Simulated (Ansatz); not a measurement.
We consider Al2Cu (Fm-3m, No. 225, 3 atoms in the cell; start mp-985806; a measured phase of this formula has another space group), described by LDA (PAW; Ansatz, an electronic-structure program).

Numerical settings: plane-wave cutoff 520 eV, 20×20×20 k mesh, Fermi–Dirac smearing 0.05 eV, no spin polarisation, scalar-relativistic PAW data made under PBE.

Cell (relaxed at this level):

```xyz
3
Lattice="-2.0047 2.0047 2.8352 2.0047 -2.0047 2.8352 2.0047 2.0047 -2.8352" Properties=species:S:1:pos:R:3 pbc="T T T"
Al     0.0000     2.0047     1.4176
Al     2.0047     0.0000     1.4176
Cu     0.0000     0.0000     2.8352
```

### Question
Give the computed bulk modulus B0.

### Answer

* **bulk modulus B0**: 112 GPa

Note: the run has no spin polarisation, so it can have missed a magnetic state; the bulk modulus is −V dP/dV from two relaxed cells at ±2 % in volume; the relaxation could not lower the start's symmetry, so the cell can be a saddle point above a distorted one.

Computed values are for the static lattice.

Computing time: very roughly 100 core-seconds.

A start named mp-… is a Materials Project structure, which need not be a measured phase.
